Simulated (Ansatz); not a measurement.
TaTlO3 (Pm-3m, No. 221, 5 atoms in the cell; start mp-861873), treated with dielectric-dependent PBEsol hybrid (PAW; Ansatz, a program for electronic structure).

Output (set-up and result lines):

```
WARN output.stress: scf.exx.energy_threshold = 1e-6 eV is looser than the 5e-8 eV advised for a stress under a hybrid functional (1e-8 eV for each atom of the …
Crystal: 5 atoms, lattice volume = 65.626 Å³
Basis set: ecut = 460 eV, 1419 PW (Γ), exchange–correlation on 60×60×60 points (8 copies of the dense FFT grid, shifted against one another)
Bands: 27, of which v1, the nominal top of the filled ones, is band 22 counted from 1 (21 counted from 0)
Symmetry: 48 space group operations
Space group: Pm-3m (ITA 221), of the structure as read, at distance tolerance 4.0e-5 Å
k-points: 20 of 216
SCF iter   1: F=—  HF=-22788.199796 eV  |F-HF|=—  |Δ(HF+E_count)|=         —  Δρ=1.54e-2  dr2=1.37e-1
SCF iter   2: F=—  HF=-22788.159832 eV  |F-HF|=—  |Δ(HF+E_count)|=   4.00e-2  Δρ=2.20e-3  dr2=2.02e-3
  ...
Crystal: 5 atoms, lattice volume = 65.626 Å³
Initial density: handed on by an earlier stage of this run
Functional: x = 0.8670332256022288 pbesol(κ = 0.804, μ = 0.12345679012345678) + 0.1329667743977711 exact, c = pbesol(β = 0.046)
Crystal: 5 atoms, lattice volume = 65.626 Å³
SCF iter   3: F=—  HF=-22830.805887 eV  |F-HF|=—  |Δ(HF+E_count)|=   3.93e-8  Δρ=2.29e-6  dr2=1.95e-9
SCF iter   4: F=-22830.805887 eV  HF=-22830.805887 eV  |F-HF|=2.69e-10  |Δ(HF+E_count)|=  5.17e-10  Δρ=8.00e-7  dr2=4.23e-10
SCF 3 converged in 4 iterations: F = -22830.805887 eV  dr2 = 4.23e-10
Free energy (F): -22830.805887 eV
Internal energy: -22830.805887 eV  (E = F + TS)
E sigma→0 (E₀):  -22830.805887 eV
Fermi energy:    11.843740 eV
--- Forces (eV/Å), atoms counted from 1 ---
  atom   1  Ta     0.00000000    -0.00000000     0.00000000
  atom   2  Tl    -0.00000000     0.00000000     0.00000000
  atom   3  O      0.00000000     0.00000000     0.00000000
  atom   4  O      0.00000000     0.00000000    -0.00000000
  atom   5  O      0.00000000    -0.00000000    -0.00000000
--- Stress (GPa, compression-positive) ---
       -2.058924       0.000000       0.000000
        0.000000      -2.058924       0.000000
        0.000000       0.000000      -2.058924
  P = ⅓ Tr σ = -2.0589 GPa (-20.589 kbar)
```

**Question.** Write an input file that could have produced this run (the log leaves some choices open).

**Answer.** This is not unique; one that fits is 
Ansatz 0.2 input:
```yaml
crystal:
  lattice:
    - [4.0335864232, 0.0, 0.0]
    - [0.0, 4.0335864232, 0.0]
    - [0.0, 0.0, 4.0335864232]
  atoms:
    - { symbol: Ta, position: [0.5, 0.5, 0.5] }
    - { symbol: Tl, position: [0.0, 0.0, 0.0] }
    - { symbol: O, position: [0.5, 0.5, 0.0] }
    - { symbol: O, position: [0.0, 0.5, 0.5] }
    - { symbol: O, position: [0.5, 0.0, 0.5] }
  host: atoms
basis:
  ecutwfc: 460
  ecutrho_ratio: 4
  xc_grid: 2
kpoints:
  mp_grid: { grid: [6, 6, 6] }
  band_path: { path: [[0, 0, 0], [0.0, 0.0, 0.497396]], npoints: 1 }
hamiltonian:
  xc:
    exchange: pbesol
    correlation: pbesol
    exx: { coeff: inverse_dielectric }
  dispersion: none
  pseudopotentials: { kind: paw }
scf:
  occupations: { method: fermi_dirac, width: 0.01 }
  convergence: { dr2_threshold: 0.0000000005 }
output:
  forces: true
  stress: true
  eigenvalues: true
  write_bands: true
```

The PAW data were made under PBE.

Note: cell and atoms aren't relaxed at this level (pressure -2.1 GPa).

A start named mp-… is a Materials Project structure, which need not be a measured phase.
